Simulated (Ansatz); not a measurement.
An Ansatz (a first-principles code) run: Sn with a change (pressure 3 GPa); PBE (Ansatz, PAW, without spin-orbit coupling), earlier PAW set.

Input:

Ansatz 0.2 input:
```yaml
crystal:
  lattice:
    - [-2.9735499743, 2.9735499743, 1.606096398]
    - [2.9735499743, -2.9735499743, 1.606096398]
    - [2.9735499743, 2.9735499743, -1.606096398]
  atoms:
    - { symbol: Sn, position: [0.75, 0.25, 0.5] }
    - { symbol: Sn, position: [0, 0, 0] }
basis: { ecutwfc: 420, ecutrho_ratio: 4, xc_grid: 2, fft_grid_basis: typed }
kpoints: { mp_grid: { grid: [16, 16, 16] } }
hamiltonian:
  xc: pbe
  dispersion: none
  pseudopotentials: { azcp: { folder: ./paw }, kind: paw }
scf: { occupations: { method: fermi_dirac, width: 0.05 } }
relax: { f_tol: 0.01, max_steps: 60, cell: { stress_tol: 0.02, p_target: 3.0 } }
output: { forces: true, stress: true }
checkpoint: { write: state.ck, write_every: 1000 }
```

Output (explanatory and most iteration lines left out):

```
Relaxation: its limit of steps is 60 (relax.max_steps)
Pseudopotential: Sn, paw, valence charge 14
Crystal: 2 atoms, lattice volume = 56.804 Å³
Basis set: ecut = 420 eV, 1129 PW (Γ), exchange–correlation on 64×64×64 points (8 copies of the dense FFT grid, shifted against one another)
Bands: 18, of which v1, the nominal top of the filled ones, is band 14 counted from 1 (13 counted from 0)
Symmetry: 16 space group operations
Space group: I41/amd (ITA 141), of the structure as read, at distance tolerance 3.8e-5 Å
k-points: 349 of 4096
Functional: x = pbe(κ = 0.804, μ = 0.2195149727645171), c = pbe(β = 0.06672455060314922)
SCF iter   1: F=—  HF=-12048.512101 eV  |F-HF|=—  |Δ(HF+E_count)|=         —  Δρ=1.30e-2  dr2=8.87e-2  ethr=3.10e-3  ⟨swp⟩=6.1  Hψ=33123  notcnv=0
SCF iter   2: F=—  HF=-12048.503012 eV  |F-HF|=—  |Δ(HF+E_count)|=   9.09e-3  Δρ=8.56e-3  dr2=3.68e-2  ethr=3.17e-4  ⟨swp⟩=2.0  Hψ=10458  notcnv=0  defer=1
SCF 1 converged in 7 iterations: F = -12048.503111 eV  dr2 = 1.56e-8
relax step   1: F+E_penalty+E_count = -12048.50311074 eV  Δ(F+E_penalty+E_count) = +0.000e0 eV  max|allowed force component| = 6.939e-18 eV/Å  Δτ_max = 0.0000 Å  P = +0.006 GPa  Ω = 56.804 Å³  (7 SCF iters, dr2 threshold 1.00e-7 eV, accepted)
[... steps on the carried basis left out ...]
relax step   6: F+E_penalty+E_count = -12048.47600035 eV  Δ(F+E_penalty+E_count) = +1.760e-4 eV  max|allowed force component| = 1.735e-17 eV/Å  Δτ_max = 0.0000 Å  P = +2.998 GPa  Ω = 53.753 Å³  stress off target by 3.45e-3 GPa  SCF on the basis re-selected at this cell (its energy is not comparable with the rows above)  (6 SCF iters)
SCF converged after 6 iterations
Free energy (F): -12048.476000 eV
Internal energy: -12048.468626 eV  (E = F + TS)
E sigma→0 (E₀):  -12048.472313 eV
Entropy (-TS):   -0.007374 eV (-3.687 meV/atom)
Fermi energy:    10.964928 eV
--- Forces (eV/Å), atoms counted from 1 ---
  atom   1  Sn     0.00000000    -0.00000000     0.00000000
  atom   2  Sn     0.00000000     0.00000000     0.00000000
--- Stress (GPa, compression-positive) ---
        2.998615       0.000000       0.000000
        0.000000       2.998615       0.000000
        0.000000       0.000000       2.996550
  P = ⅓ Tr σ = 2.9979 GPa (29.979 kbar)
--- Relaxed structure (5 steps of the walk, 5 accepted, 1 SCFs on fresh bases) ---
  cell:  # Å, volume = 53.7526 Å³
    - [-2.9203398416018165, 2.9203398416018165, 1.5756961737505648]
    - [2.9203398416018165, -2.9203398416018165, 1.5756961737505648]
    - [2.9203398416018165, 2.9203398416018165, -1.5756961737505648]
  atoms:
    - { symbol: Sn, position: [0.75, 0.24999999999999997, 0.49999999999999994] }
    - { symbol: Sn, position: [-5.060055428887594e-36, -2.0240221715550374e-36, -7.084077600442632e-36] }
```

Load acts through the strain it causes; cell and atoms are relaxed under it. No phonon test of stability was made. The cell was made from Sn (space group I4_1/amd, No. 141) by this change: pressure 3 GPa.
